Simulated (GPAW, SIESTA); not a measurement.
A GPAW input for a self-consistent single point of Zr (P6_3/mmc, 2 atoms in the cell) (DFT PBE, plane waves, GPAW PAW datasets PBE (gpaw-data 1.0.1)):

```python
from ase import Atoms
from ase.units import GPa
from gpaw import GPAW

atoms = Atoms(['Zr', 'Zr'],
              cell=[[3.144923, 0.000000, 0.000000],
                    [-1.572462, 2.723583, 0.000000],
                    [0.000000, 0.000000, 5.021636]],
              scaled_positions=[[0.333333, 0.666667, 0.250000],
                                [0.666667, 0.333333, 0.750000]],
              pbc=True)

calc = GPAW(mode={'name': 'pw', 'ecut': 600},
            xc='PBE',
            kpts={'size': (16, 16, 9), 'gamma': True},
            occupations={'name': 'methfessel-paxton', 'width': 0.136, 'order': 0},
            nbands=-10,
            symmetry={'symmorphic': False, 'tolerance': 0.0005},
            maxiter=120,
            txt='-')

atoms.calc = calc

energy = atoms.get_potential_energy()
print('Energy (eV):', round(energy, 6))
forces = atoms.get_forces()
print('Forces (eV/Ang):')
print(forces.round(5))
stress = atoms.get_stress()
print('Stress (GPa, Voigt):', (stress / GPa).round(4))
```

Translate this input to SIESTA.

This is the input that was run; spellings and numerical settings could be chosen otherwise.

```
# files in the folder: Zr.psml (PseudoDojo PBE standard)
SystemName  Zr
SystemLabel siesta

NumberOfAtoms                2
NumberOfSpecies              1
%block ChemicalSpeciesLabel
  1 40 Zr
%endblock ChemicalSpeciesLabel
LatticeConstant              1.0 Bohr
%block LatticeVectors
     5.943043153    0.000000000    0.000000000
    -2.971522521    5.146825948    0.000000000
     0.000000000    0.000000000    9.489516738
%endblock LatticeVectors
AtomicCoordinatesFormat      Bohr
%block AtomicCoordinatesAndAtomicSpecies
    -0.000003601    3.431219014    2.372379184  1
     2.971524233    1.715606934    7.117137553  1
%endblock AtomicCoordinatesAndAtomicSpecies

XC.functional                GGA
XC.authors                   PBE
PAO.BasisSize                DZP
PAO.EnergyShift              0.01 Ry
MeshCutoff                   300 Ry
%block kgrid.MonkhorstPack
   16   0   0  0.0
    0  16   0  0.0
    0   0   9  0.0
%endblock kgrid.MonkhorstPack
OccupationFunction           MP
OccupationMPOrder            0
ElectronicTemperature        1578.21 K

MaxSCFIterations             150
SCF.Mixer.Method             Pulay
SCF.Mixer.Weight             0.2
SCF.Mixer.History            6
SCF.DM.Tolerance             1.0E-05
Diag.ParallelOverK           true
WriteForces                  true
Charge.Mulliken              end
```

Basis settings and potentials, where a program has them, do not carry over. This input uses DFT, GGA PBE, numerical atomic orbitals DZP, PseudoDojo PBE standard norm-conserving potentials (rewritten from UPF to PSML). Both were run: pressure 8.73 GPa in GPAW and 7.93 in SIESTA.

On SIESTA: the starting cell comes from a database of computed structures (which also holds hypothetical and non-ambient phases and stackings), without a prior relaxation at this level. Its lattice was rescaled by a random factor within 2.5 % of one. For this run, on top of that: lattice scaled by 0.98. Values carry the incompleteness of an atom-centred basis. With a pressure of about 8 GPa the cell is away from its equilibrium volume at this level.

On GPAW: the starting cell comes from a database of computed structures (which also holds hypothetical and non-ambient phases and stackings), without a prior relaxation at this level. Its lattice was rescaled by a random factor within 2.5 % of one. For this run, on top of that: lattice scaled by 0.98. With a pressure of about 9 GPa the cell is away from its equilibrium volume at this level.
